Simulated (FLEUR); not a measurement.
Band structure of K (Im-3m, 1 atom in the cell).

```
CELL_PARAMETERS angstrom
     -2.75880     2.75880     2.75880
      2.75880    -2.75880     2.75880
      2.75880     2.75880    -2.75880
ATOMIC_POSITIONS crystal
  K  0.00000 0.00000 0.00000
```

Computed with FLEUR with PBE, all-electron FLAPW (FLEUR), scalar-relativistic valence.

Settings: Kmax = 3.8 1/bohr; GmaxXC = 15.2 1/bohr; xcFunctional = pbe; jspins = 1; l_soc = F; mode = hist; fermiSmearingEnergy = 0.00367493 Htr; mesh (inpgen div1-3) = 11 11 11; inpgen gamma flag = false; Gmax = 15.2 1/bohr; numbands = 0; maxIterBroyd = 40; imix = Anderson; alpha = 0.05.

The starting cell comes from a database of computed structures (which also holds hypothetical and non-ambient phases and stackings), without a prior relaxation at this level. Its lattice was rescaled by a random factor within 2.5 % of one. Values depend on the basis (sphere radii, cutoffs, local orbitals), which need not be converged.

Levels in eV from the Fermi level, bands 1 to 7:
```json
[
 {"point": "Γ", "1": "-32.25", "2": "-15.70", "3": "-15.70", "4": "-15.70", "5": "-2.00", "6": "4.12", "7": "4.12"},
 {"point": "H", "1": "-32.24", "2": "-15.73", "3": "-15.73", "4": "-15.73", "5": "1.70", "6": "1.70", "7": "3.11"},
 {"point": "N", "1": "-32.24", "2": "-15.74", "3": "-15.72", "4": "-15.70", "5": "0.41", "6": "0.60", "7": "3.08"},
 {"point": "P", "1": "-32.24", "2": "-15.72", "3": "-15.72", "4": "-15.72", "5": "1.39", "6": "1.39", "7": "1.39"}
]
```
